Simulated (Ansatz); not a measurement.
**ZnO (model structure, started from the NiAs type, P6₃/mmc, No. 194, 4 atoms in the cell)**

Computed with r²SCAN (plane waves, PAW; Ansatz, a program for electronic structure).

Settings: plane-wave cutoff 560 eV, 12×12×8 k mesh (along the axes of the cell as run), Fermi–Dirac smearing 0.01 eV, scalar-relativistic PAW data made under PBE.

Cell (relaxed with PBEsol):

```cif
data_O2Zn2
_chemical_formula_sum 'Zn2 O2'
_space_group_name_H-M_alt 'P63/mmc'
_space_group_IT_number 194
_space_group_name_Hall '-P 6c 2c'
_cell_length_a 2.97723
_cell_length_b 2.97723
_cell_length_c 5.11780
_cell_angle_alpha 90.000
_cell_angle_beta 90.000
_cell_angle_gamma 120.000
loop_
_atom_site_label
_atom_site_type_symbol
_atom_site_symmetry_multiplicity
_atom_site_Wyckoff_symbol
_atom_site_fract_x
_atom_site_fract_y
_atom_site_fract_z
_atom_site_occupancy
Zn1 Zn 2 a 0.00000 0.00000 0.00000 1
O1 O 2 c 0.33333 0.66667 0.25000 1
```

- band gap = 1.37 eV (direct)

Note: the relaxation could raise the start's symmetry but not lower it, so the cell can be a saddle point; cell and atoms aren't relaxed at this level (pressure 0.3 GPa).

Computed values are for the static lattice.

Computing time: around 25 core-seconds (rough).

A model structure was made by putting elements into a prototype or built by hand; it is no filed structure, need not be a known phase, and can be a saddle point held by its symmetry.
